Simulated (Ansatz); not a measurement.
**A computed series for PbSe: response to strain**

Base system: PbSe in the rock salt structure (space group Fm-3m, No. 225; a = 6.041 Å).

Strains are applied to the cell and any free atomic positions relax.

All numbers come from Ansatz (a quantum-chemistry and plane-wave program) LDA, no spin-orbit coupling.

Notes on the quantities. energy relative to the base: free energy F.

```tsv
variant	pressure	energy relative to the base	band gap	shortest interatomic distance
base	0.0 GPa	0 meV/atom	zero	3.020 Å
isotropic strain −0.50 %	0.9 GPa	+1.1 meV/atom	zero	3.005 Å
isotropic strain +0.50 %	-0.8 GPa	+1.1 meV/atom	0.10 eV	3.036 Å
isotropic strain +1.00 %	-1.6 GPa	+4.3 meV/atom	0.15 eV	3.051 Å
isotropic strain +1.50 %	-2.3 GPa	+9.6 meV/atom	0.20 eV	3.066 Å
isotropic strain +2.00 %	-3.0 GPa	+17 meV/atom	0.24 eV	3.081 Å
isotropic strain +2.50 %	-3.7 GPa	+26 meV/atom	0.29 eV	3.096 Å
isotropic strain +3.00 %	-4.2 GPa	+37 meV/atom	0.33 eV	3.111 Å
```

Spin-orbit coupling, missing from the scalar runs, can matter with Pb. No phonon test of stability was made. All final runs are without spin polarisation. Gaps under 0.05 eV, about the width of the smearing, are given as zero. A zero or small gap of PbSe can be the functional's error rather than a property of the material.
